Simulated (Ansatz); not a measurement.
N on the O site + 1 H in alpha quartz (start: the O site; H antibonding at the dopant; 72-site cell, 2×2×2 Γ-centred sampling). Computed with PBE, PAW (plane waves to 420 eV; Ansatz, a first-principles code). Total energies of the localised charge states, counted from that of charge +1, and their image corrections (point charge with alignment); the host's valence-band maximum lies at 1.990 eV on the cells' energy zero and its gap is 5.68 eV.

| charge | moment (μB) | E − E(first) (eV) | correction (eV) |
|---|---|---|---|
| +1 | 1.0 | 0.000 | 0.405 |
| 0 | not spin-polarised | 2.583 | 0.000 |

Q: Derive the transition levels above the valence-band maximum and say which of them are thermodynamic.

A: A level is the Fermi energy at which two charges have equal formation energy: ε(q/q′) = [E(q′) + corr(q′) − E(q) − corr(q)] / (q − q′) − E_VBM.
ε(+1/0) = [(2.583 + 0.000) − (0.000 + 0.405)] / 1 − 1.990 = 0.19 eV
Thermodynamic levels at least 0.1 eV inside the gap: (+1/0) at 0.19 eV. They hold to tenths of an eV in this cell. Only the charges listed were compared. At charge −1 the carrier sat in host band states, shallow at most. The geometries come from one start. Flagged in the runs: a doubtful potential alignment, a host whose relaxation on this sampling wasn't shown to rest, a strain field that reaches the edge of the cell.
